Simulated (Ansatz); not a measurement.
Levels about the gap of amorphous Si$_{20}$B$_{4}$O$_{46}$ (70 atoms in a cell of 1135 Å³, 1.96 g/cm³; zone centre alone, so wide bands show as single levels with stretches between that a denser mesh fills), at the geometry that PBE relaxed, where it gives 0.0 GPa on a denser mesh. The participation number counts the atoms over which a state spreads; weights are charges in smoothed Voronoi cells. The levels come from a single point, so bond lengths are those of that geometry. Method of the levels: r2SCAN, scalar-relativistic without spin-orbit coupling (Ansatz, a first-principles code). Sampling: the zone centre alone; Fermi-Dirac width 0.02 eV; no spin polarisation. At PBE the levels at the filled edge of the gap are localised (band-tail or defect states).

The cell was made by melting and quenching with the CHGNet potential and then relaxed with DFT. O atoms were pushed apart under 1.9 Å during the dynamics, to hinder bonds among them. The hot cell started wider than the set density and was brought back towards it in steps. It is the lowest in DFT energy of 2 quenches. It is a model cell: composition and starting density were chosen by hand, and all elements were melted together. No dispersion term was used. Its density started from a set value of 2.25 and ended at 1.96 g/cm³. The simulated quench (nominally 390 K/ps over its main leg) is rapid and tends to freeze in more defects than a deposited or slowly cooled glass has. A cell of this size samples the disorder only roughly. Volume and shape were free in the relaxation.

```tsv
E - E(highest filled), eV	filling	participation number	largest on	weight O	weight B	weight Si
-0.38	filled	23.7	O, 2 neighbours	0.96	0.01	0.04
-0.34	filled	23.9	O, 2 neighbours	0.96	0.01	0.03
-0.24	filled	27.9	O, 2 neighbours	0.96	0.01	0.03
-0.24	filled	24.5	O, 2 neighbours	0.96	0.01	0.03
-0.19	filled	14.3	O, 2 neighbours	0.95	0.01	0.03
-0.03	filled	15.7	O, 2 neighbours	0.95	0.01	0.03
0.00	filled	12.9	O, 2 neighbours	0.95	0.02	0.03
6.06	empty	58.8	Si, 4 neighbours	0.74	0.04	0.22
7.41	empty	21.2	Si, 4 neighbours	0.63	0.10	0.27
7.79	empty	42.4	B, 3 neighbours	0.68	0.07	0.25
7.79	empty	46.3	Si, 4 neighbours	0.70	0.05	0.25
7.89	empty	31.2	Si, 4 neighbours	0.71	0.04	0.25
8.12	empty	25.7	B, 3 neighbours	0.61	0.25	0.14
8.20	empty	9.4	B, 3 neighbours	0.50	0.40	0.10
```

Most localised among these is the empty level at +8.20 eV, on a B atom, which has 3 neighbours (O 1.36 Å, O 1.37 Å, O 1.38 Å).
